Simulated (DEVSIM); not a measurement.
System: Si n-i-p diode, at 300 K.

| layer (left to right) | material | thickness (μm) | Nd (cm⁻³) | Na (cm⁻³) | τn (s) | τp (s) |
|---|---|---|---|---|---|---|
| 1 | Si | 1.60 | 1.5e17 | - | 6.5e-6 | 6.5e-6 |
| 2 | Si | 13.0 | - | 2.1e13 | 6.5e-6 | 6.5e-6 |
| 3 | Si | 0.540 | - | 6.3e17 | 6.5e-6 | 6.5e-6 |

Left contact: ohmic. Right contact: ohmic. Voltage is applied to the left contact. Recombination: SRH at mid-gap, Auger. Mobility is μmin + (μ − μmin)/(1 + (N/Nref)^α).

The device is made up for the run: typed textbook-type constants, with dimensions and the other settings drawn at random. Values at 300 K.

```csv
parameter,Si
gap (eV),1.124
affinity (eV),4.05
permittivity,11.7
Nc (cm⁻³),2.86e19
Nv (cm⁻³),3.1e19
μn (cm²/Vs),1417
μp (cm²/Vs),470
"μn,min",52
"μp,min",45
"Nref,n",9.7e16
"Nref,p",2.2e17
αn,0.68
αp,0.72
Cn (cm⁶/s),2.8e-31
Cp (cm⁶/s),9.9e-32
```

Model (solved in DEVSIM): 1D drift-diffusion, Boltzmann statistics, complete ionisation; no tunnelling, impact ionisation, image-force lowering or self-heating.

The thickness of layer 3 was swept, all else fixed.

```
thickness of layer 3 (μm)  dark forward voltage at 100 A/cm² (V)  dark forward voltage at 1 A/cm² (V)
-------------------------  -------------------------------------  -----------------------------------
0.11                                                       0.769                                0.627
0.19                                                       0.776                                0.638
0.32                                                       0.783                                0.646
0.54                                                       0.789                                0.653
0.92                                                       0.795                                0.659
1.6                                                        0.801                                0.663
2.7                                                        0.807                                0.666
```

From the first row to the last the dark forward voltage at 100 A/cm² goes from 0.769 to 0.807. From the first row to the last the dark forward voltage at 1 A/cm² goes from 0.627 to 0.666.
